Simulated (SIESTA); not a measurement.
## Worked example: self-consistent single point of HgTe (F-43m, 2 atoms in the cell) in SIESTA

Computed with GGA PBE, numerical atomic orbitals DZP, PseudoDojo PBE standard norm-conserving potentials (rewritten from UPF to PSML) in SIESTA 5.4.2.

This input was run:

```
# files in the folder: Hg.psml Te.psml (PseudoDojo PBE standard)
SystemName  HgTe
SystemLabel siesta

NumberOfAtoms                2
NumberOfSpecies              2
%block ChemicalSpeciesLabel
  1 80 Hg
  2 52 Te
%endblock ChemicalSpeciesLabel
LatticeConstant              1.0 Ang
%block LatticeVectors
     0.000000000    3.288463000    3.288463000
     3.288463000    0.000000000    3.288463000
     3.288463000    3.288463000    0.000000000
%endblock LatticeVectors
AtomicCoordinatesFormat      Ang
%block AtomicCoordinatesAndAtomicSpecies
     0.000000000    0.000000000    0.000000000  1
     1.644231500    1.644231500    1.644231500  2
%endblock AtomicCoordinatesAndAtomicSpecies

XC.functional                GGA
XC.authors                   PBE
PAO.BasisSize                DZP
PAO.EnergyShift              0.01 Ry
MeshCutoff                   300 Ry
%block kgrid.MonkhorstPack
    9   0   0  0.0
    0   9   0  0.0
    0   0   9  0.0
%endblock kgrid.MonkhorstPack
OccupationFunction           FD
ElectronicTemperature        580.23 K

MaxSCFIterations             150
SCF.Mixer.Method             Broyden
SCF.Mixer.Weight             0.1
SCF.Mixer.History            8
SCF.DM.Tolerance             1.0E-04
Diag.ParallelOverK           true
WriteForces                  true
```

Output, abridged:

```
reinit: Reading from file input.fdf

reinit: System Name: HgTe
reinit: System Label: siesta

coor:   Atomic-coordinates input format  =     Cartesian coordinates
coor:                                          (in Angstroms)

siesta: Atomic coordinates (Bohr) and species
siesta:      0.00000   0.00000   0.00000  1        1
siesta:      3.10715   3.10715   3.10715  2        2

siesta: System type = bulk

initatomlists: Number of atoms, orbitals, and projectors:      2    37    58

siesta: ******************** Simulation parameters ****************************
redata: Spin configuration                          = none
redata: Time-Reversal Symmetry                      = T
redata: Number of Atomic Species                    =        2
redata: Mesh Cutoff                                 =   300.0000 Ry
redata: Net charge of the system                    =     0.0000 |e|
redata: Min. number of SCF Iter                     =        0
redata: Max. number of SCF Iter                     =      150
redata: SCF convergence failure will abort job
redata: SCF mix quantity                            = Hamiltonian
redata: Mix DM or H after convergence               =   F
redata: Recompute H after scf cycle                 =   F
redata: Mix DM in first SCF step                    =   T
redata: No kicks to SCF
redata: DM Mixing Weight for Kicks                  =     0.5000
redata: Require Harris convergence for SCF          =   F
redata: Harris energy tolerance for SCF             =     0.000100 eV
redata: Require DM convergence for SCF              =   T
redata: DM tolerance for SCF                        =     0.000100
redata: Require EDM convergence for SCF             =   F
redata: EDM tolerance for SCF                       =     0.001000 eV
redata: Require H convergence for SCF               =   T
redata: Hamiltonian tolerance for SCF               =     0.001000 eV
redata: Require (free) Energy convergence for SCF   =   F
redata: (free) Energy tolerance for SCF             =     0.000100 eV
redata: Using DFT-D3 dispersion                     =   F
redata: Using Saved Data (generic)                  =   F
redata: Method of Calculation                       = Diagonalization
redata: Electronic Temperature                      =   580.2300 K
redata: Number of TDED substeps                     =        3
redata: Dynamics option                             = Single-point calculation
redata: Save all siesta data in one NC              =   F
redata: ***********************************************************************

%block SCF.Mixers
  Broyden
%endblock SCF.Mixers

%block SCF.Mixer.Broyden
  # Mixing method
  method broyden

  # Mixing options
  weight 0.1000
  weight.linear 0.1000
  weight.prime 0.1000
  history 8
%endblock SCF.Mixer.Broyden

DM_history_depth set to one: no extrapolation allowed by default for geometry relaxation
Size of DM history Fstack: 1
Total number of electrons:    36.000000
Total ionic charge:    36.000000

* ProcessorY, Blocksize:    1  38

* Orbital distribution balance (max,min):    37    37

 Kpoints in:          405 . Kpoints trimmed:          365

siesta: k-grid: Number of k-points = 365
siesta: k-points from Monkhorst-Pack grid
siesta: k-cutoff (effective) =    20.928 Ang
siesta: k-point supercell and displacements
siesta: k-grid:     9     0     0      0.000
siesta: k-grid:     0     9     0      0.000
siesta: k-grid:     0     0     9      0.000

diag: Algorithm                                     = D&C
diag: Parallel over k                               =   F
diag: Use parallel 2D distribution                  =   F
diag: Parallel block-size                           = 38
diag: Parallel distribution                         =     1 x     1
diag: Used triangular part                          = Lower
diag: Absolute tolerance                            =  0.100E-15
diag: Orthogonalization factor                      =  0.100E-05
diag: Memory factor                                 =  1.0000

superc: Internal auxiliary supercell:     3 x     3 x     3  =      27
superc: Number of atoms, orbitals, and projectors:     54    999   1566

                        Single-point calculation

superc: Internal auxiliary supercell:     3 x     3 x     3  =      27
superc: Number of atoms, orbitals, and projectors:     54    999   1566

outcell: Unit cell vectors (Ang):
        0.000000    3.288463    3.288463
        3.288463    0.000000    3.288463
        3.288463    3.288463    0.000000

outcell: Cell vector modules (Ang)   :    4.650589    4.650589    4.650589
outcell: Cell angles (23,13,12) (deg):     60.0000     60.0000     60.0000
outcell: Cell volume (Ang**3)        :     71.1228
new_DM -- step:     1
Initializing Density Matrix...

Attempting to read DM from file... Failed...
DM filled with atomic data:

InitMesh: MESH = 40 x 40 x 40 = 64000
InitMesh: Mesh cutoff (required, used) =   300.000   306.688 Ry

stepf: Fermi-Dirac step function

        iscf     Eharris(eV)        E_KS(eV)     FreeEng(eV)     dDmax    Ef(eV) dHmax(eV)
   scf:    1    -7303.489887    -7350.225108    -7350.227234  0.847243  0.633392 40.215344
   scf:    2    -7387.695571    -7370.733126    -7370.733150  0.224580 -0.555253 25.334730
   scf:    3    -7387.922135    -7381.348157    -7381.348180  0.501437 -1.752786  7.009942
   scf:    4    -7381.453269    -7381.401040    -7381.401065  0.010194 -1.768071  6.754259
   scf:    5    -7379.829479    -7380.658885    -7380.658896  0.111160 -1.592541  9.670837
   scf:    6    -7381.758385    -7381.230788    -7381.230805  0.070169 -1.776133  7.457590
   [... 5 lines left out ...]
   scf:   12    -7382.036613    -7382.036612    -7382.036771  0.000043 -2.420922  0.005284
   scf:   13    -7382.036613    -7382.036613    -7382.036772  0.000048 -2.420899  0.004159
   scf:   14    -7382.036614    -7382.036613    -7382.036772  0.000139 -2.420706  0.001175
   scf:   15    -7382.036613    -7382.036613    -7382.036772  0.000036 -2.420685  0.001072
   scf:   16    -7382.036614    -7382.036613    -7382.036772  0.000032 -2.420728  0.000899

SCF Convergence by DM+H criterion
max |DM_out - DM_in|         :     0.0000322103
max |H_out - H_in|      (eV) :     0.0008986168
SCF cycle converged after 16 iterations

Using DM_out to compute the final energy and forces

siesta: E_KS(eV) =            -7382.0366

siesta: E_KS - E_eggbox =     -7382.0366

siesta: Atomic forces (eV/Ang):
     1   -0.000041   -0.000041   -0.000041
     2    0.000047    0.000047    0.000047
   Tot    0.000006    0.000006    0.000006
   Max    0.000047
   Res    0.000044    sqrt( Sum f_i^2 / 3N )
   Max    0.000047    constrained

Stress tensor Voigt[x,y,z,yz,xz,xy] (kbar):       19.97       19.97       19.97       -0.53       -0.53       -0.53
(Free)E + p*V (eV/cell)    -7382.9231
Target enthalpy (eV/cell)    -7382.0368

siesta: Program's energy decomposition (eV):
siesta: Ebs     =     -1173.331425
siesta: Eions   =      9084.646599
siesta: Ena     =       808.355447
siesta: Ekin    =      2849.273968
siesta: Enl     =      -634.969090
siesta: Eso     =         0.000000
siesta: Edftu   =         0.000000
siesta: DEna    =        93.533640
siesta: DUscf   =         6.242137
siesta: DUext   =         0.000000
siesta: Ex      =     -1339.831666
siesta: Ec      =       -79.994449
siesta: Exc     =     -1419.826115
siesta: Eharris =     -7382.036614
siesta: Etot    =     -7382.036613
siesta: FreeEng =     -7382.036772

siesta: Stress tensor (static) (eV/Ang**3):
siesta:     0.012462   -0.000334   -0.000334
siesta:    -0.000334    0.012462   -0.000334
siesta:    -0.000334   -0.000334    0.012462

siesta: Cell volume =         71.122805 Ang**3

siesta: Pressure (static):
siesta:                Solid            Molecule  Units
siesta:          -0.00013572         -0.00013573  Ry/Bohr**3
siesta:          -0.01246153         -0.01246256  eV/Ang**3
siesta:         -19.96557695        -19.96721675  kBar
```

The run converged in 16 iterations.

The starting cell has typed, rounded lattice constants, without a prior relaxation at this level. Its lattice was rescaled by a random factor within 2.5 % of one. Values carry the incompleteness of an atom-centred basis.
